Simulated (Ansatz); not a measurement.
Base system: BaZrO$_{3}$ in the cubic perovskite structure (space group Pm-3m, No. 221).

```yaml
crystal:
  lattice:
    - [4.20498, 0.00000, 0.00000]
    - [0.00000, 4.20498, 0.00000]
    - [0.00000, 0.00000, 4.20498]
  atoms:
    - { symbol: Ba, position: [0.00000, 0.00000, 0.00000] }
    - { symbol: Zr, position: [0.50000, 0.50000, 0.50000] }
    - { symbol: O, position: [0.00000, 0.50000, 0.50000] }
    - { symbol: O, position: [0.50000, 0.50000, 0.00000] }
    - { symbol: O, position: [0.50000, 0.00000, 0.50000] }
```

Cartesian axes are those of the cell as printed.

Level of theory: r2SCAN (Ansatz, a program for electronic structure; PAW; 500 eV plane waves; scalar-relativistic without spin-orbit coupling).

Strains are applied to the cell and any free atomic positions relax; under biaxial strain the out-of-plane vector relaxes too.

One change was made to it. Results:

| quantity | base | after |
|---|---|---|
| pressure (mean of the normal stresses, compression positive) | 0.01 GPa | -6.04 GPa |
| band gap | 3.73 eV | 3.34 eV |

**Question.** Which change produced these results?
(A) isotropic strain −4.30 %
(B) biaxial strain +3.17 %, plane normal [110], relaxed out of plane
(C) tensor shear ε_xz = +0.82 %
(D) biaxial strain +0.44 %, plane normal [001], relaxed out of plane

**Answer.** B, biaxial strain +3.17 %, plane normal [110], relaxed out of plane. For comparison, the band gap in the other runs: biaxial strain +0.44 %, plane normal [001], relaxed out of plane gives 3.69 eV; tensor shear ε_xz = +0.82 % gives 3.66 eV; isotropic strain −4.30 % gives 4.05 eV.

No phonon test of stability was made.
